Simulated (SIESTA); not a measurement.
SIESTA run on Al (Fm-3m, 1 atom in the cell): self-consistent single point.

Method: LDA PW92, numerical atomic orbitals TZP, PseudoDojo LDA standard norm-conserving potentials (rewritten from UPF to PSML) (SIESTA 5.4.2).

```yaml
crystal:
  lattice:
    - [0.00000, 2.06187, 2.06187]
    - [2.06187, 0.00000, 2.06187]
    - [2.06187, 2.06187, 0.00000]
  atoms:
    - { symbol: Al, position: [0.00000, 0.00000, 0.00000] }
```

Reference input (self-consistent single point, DFT, GGA PBE, numerical atomic orbitals TZP, PseudoDojo PBE standard norm-conserving potentials (rewritten from UPF to PSML)): XC.functional = GGA; XC.authors = PBE; potentials = PseudoDojo PBE standard; PAO.BasisSize = TZP; PAO.EnergyShift = 0.005 Ry; MeshCutoff = 350 Ry; kgrid.MonkhorstPack = 11 11 11; OccupationFunction = MP; OccupationMPOrder = 0; ElectronicTemperature = 50 meV; MaxSCFIterations = 150; SCF.Mixer.Method = Pulay. This run's input differs from it in these lines:

```diff
@@ -1,2 +1,2 @@
-# files in the folder: Al.psml (PseudoDojo PBE standard)
+# files in the folder: Al.psml (PseudoDojo LDA standard)
 SystemName  Al
@@ -20,4 +20,4 @@
 
-XC.functional                GGA
-XC.authors                   PBE
+XC.functional                LDA
+XC.authors                   PW92
 PAO.BasisSize                TZP
```

Output, abridged:

```
        iscf     Eharris(eV)        E_KS(eV)     FreeEng(eV)     dDmax    Ef(eV) dHmax(eV)
   scf:    1      -61.164287      -64.225091      -64.226592  1.780832 -5.340348  0.109545
   scf:    2      -64.225828      -64.225460      -64.226963  0.003367 -5.344969  0.097876
   scf:    3      -64.228310      -64.226930      -64.228437  0.026246 -5.384873  0.000738
   scf:    4      -64.226930      -64.226930      -64.228437  0.000214 -5.384841  0.000344
   scf:    5      -64.226930      -64.226930      -64.228437  0.000181 -5.384953  0.000019
   scf:    6      -64.226930      -64.226930      -64.228437  0.000012 -5.384961  0.000000
SCF Convergence by DM+H criterion
max |DM_out - DM_in|         :     0.0000116840
max |H_out - H_in|      (eV) :     0.0000001159
SCF cycle converged after 6 iterations

Using DM_out to compute the final energy and forces

siesta: E_KS(eV) =              -64.2269

siesta: E_KS - E_eggbox =       -64.2269

siesta: Atomic forces (eV/Ang):
     1    0.000000   -0.000000    0.000000
   Tot    0.000000   -0.000000    0.000000
   Max    0.000000
   Res    0.000000    sqrt( Sum f_i^2 / 3N )
   Max    0.000000    constrained

Stress tensor Voigt[x,y,z,yz,xz,xy] (kbar):       66.83       66.83       66.83       -0.00       -0.00       -0.00
(Free)E + p*V (eV/cell)      -64.9597
Target enthalpy (eV/cell)      -64.2284

siesta: Program's energy decomposition (eV):
siesta: FreeEng =       -64.228437

siesta: Stress tensor (static) (eV/Ang**3):
siesta:     0.041714   -0.000000   -0.000000
siesta:    -0.000000    0.041714   -0.000000
siesta:    -0.000000   -0.000000    0.041714

siesta: Cell volume =         17.531390 Ang**3

siesta: Pressure (static):
siesta:                Solid            Molecule  Units
siesta:          -0.00045432         -0.00045432  Ry/Bohr**3
siesta:          -0.04171420         -0.04171420  eV/Ang**3
siesta:         -66.83350924        -66.83350924  kBar
```

The run converged in 6 iterations. Against the reference run the pressure goes from -3.92 to -6.68 GPa.

The starting cell comes from a database of computed structures (which also holds hypothetical and non-ambient phases and stackings), without a prior relaxation at this level. Its lattice was rescaled by a random factor within 2.5 % of one. Values carry the incompleteness of an atom-centred basis. With a pressure of about -7 GPa the cell is away from its equilibrium volume at this level.

Cost on one core of a shared machine: roughly 40 s.
